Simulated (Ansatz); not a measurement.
Worked example: relaxation of cell and atoms of SrMg2 (P6_3/mmc, 12 atoms in the cell) in Ansatz (a program for electronic structure).

Method: PBEsol, default PAW files made with PBE (plane waves; Ansatz).

```
CELL_PARAMETERS angstrom
      6.48380     0.00000     0.00000
     -3.24190     5.61514     0.00000
      0.00000     0.00000    10.45140
ATOMIC_POSITIONS crystal
  Sr 0.33333 0.66667 0.06071
  Sr 0.66667 0.33333 0.56071
  Sr 0.33333 0.66667 0.43929
  Sr 0.66667 0.33333 0.93929
  Mg 0.00000 0.00000 0.00000
  Mg 0.00000 0.00000 0.50000
  Mg 0.83315 0.66630 0.25000
  Mg 0.16685 0.83315 0.75000
  Mg 0.33370 0.16685 0.25000
  Mg 0.16685 0.33370 0.75000
  Mg 0.83315 0.16685 0.25000
  Mg 0.66630 0.83315 0.75000
```

Reference input (self-consistent single point, DFT, PBEsol, plane waves, default PAW files made with PBE): basis.ecutwfc = 420 eV; kpoints.mp_grid.grid = 5 5 3; hamiltonian.xc = pbesol; hamiltonian.pseudopotentials = {kind: paw} (the program's default PAW files); scf.occupations.method = cold; scf.occupations.width = 0.2 eV. This run's input differs from it in these lines:

Ansatz 0.2 input:
```diff
@@ -20,3 +20,3 @@
 basis:
-  ecutwfc: 420.0
+  ecutwfc: 250.0
 kpoints:
@@ -28,2 +28,4 @@
   occupations: { method: cold, width: 0.2 }
+relax:
+  cell: {}
 output:
```

Output (repeated stretches shortened):

```
   [... SCF lines of the steps left out ...]
relax step   1: F+E_penalty+E_count = -29264.62409208 eV  Δ(F+E_penalty+E_count) = +0.000e0 eV  max|allowed force component| = 2.750e-2 eV/Å  Δτ_max = 0.0000 Å  P = -0.971 GPa  Ω = 380.508 Å³  (7 SCF iters, dr2 threshold 1.00e-7 eV, accepted)
relax step   2: F+E_penalty+E_count = -29265.01190349 eV  Δ(F+E_penalty+E_count) = -3.878e-1 eV  max|allowed force component| = 5.940e-3 eV/Å  Δτ_max = 0.0066 Å  P = +0.666 GPa  Ω = 370.200 Å³  energy of the carried Pulay correction = +3.760e-1 eV  [...]
   [... lines left out ...]
relax step  10: F+E_penalty+E_count = -29264.72825345 eV  Δ(F+E_penalty+E_count) = -4.564e-2 eV  max|allowed force component| = 5.795e-4 eV/Å  Δτ_max = 0.0004 Å  P = +0.022 GPa  Ω = 366.142 Å³  energy of the carried Pulay correction = +4.528e-2 eV  [...]
relax step  11: F+E_penalty+E_count = -29264.68785877 eV  Δ(F+E_penalty+E_count) = +4.039e-2 eV  max|allowed force component| = 3.360e-4 eV/Å  Δτ_max = 0.0000 Å  P = -0.017 GPa  Ω = 366.142 Å³  stress off target by 4.17e-2 GPa  SCF on the basis [...]
basis re-selected at this cell: Δ(F+E_penalty+E_count) = +4.039e-2 eV, ΔP = -0.039 GPa vs the last step
the relaxation is at rest under the 24 symmetry operations that the run kept from its start: a minimum is not shown …
Stability not checked (fill_not_monotonic)
Free energy (F): -29264.687859 eV
Internal energy: -29264.678365 eV  (E = F + TS)
   [... lines left out ...]
Fermi energy:    5.794274 eV
  cell:  # Å, volume = 366.1416 Å³
   [... lines left out ...]
    - { symbol: Mg, position: [0.1674227338652453, 0.8325772661347546, 0.75] }
    - { symbol: Mg, position: [0.3348454677304907, 0.1674227338652453, 0.25] }
    - { symbol: Mg, position: [0.1674227338652453, 0.3348454677304906, 0.75] }
    - { symbol: Mg, position: [0.8325772661347546, 0.1674227338652453, 0.25] }
    - { symbol: Mg, position: [0.6651545322695094, 0.8325772661347546, 0.75] }
```

The run converged. 

Summary of the result:
* **Free energy E − TS (on the zero of these files)**: -29264.6879 eV
* **Fermi level (on the code's own zero)**: 5.79 eV
* **Pressure**: -0.02 GPa
* **Final cell**: a = b = 6.4227 Å, c = 10.2489 Å, α = β = 90.00°, γ = 120.00°
* **Final volume per atom**: 30.51 Å³
* **Relaxation steps**: 11

The starting cell comes from a database of published, mostly measured structures (it also holds non-ambient and calculated ones), without a prior relaxation at this level. The relaxation keeps the symmetry of its start, so its end need not be a minimum. Ansatz's pressure includes its estimate of the finite-basis (Pulay) stress. Without the estimate this run gives -5.97 GPa. The cutoff lies below the one recommended for these files.
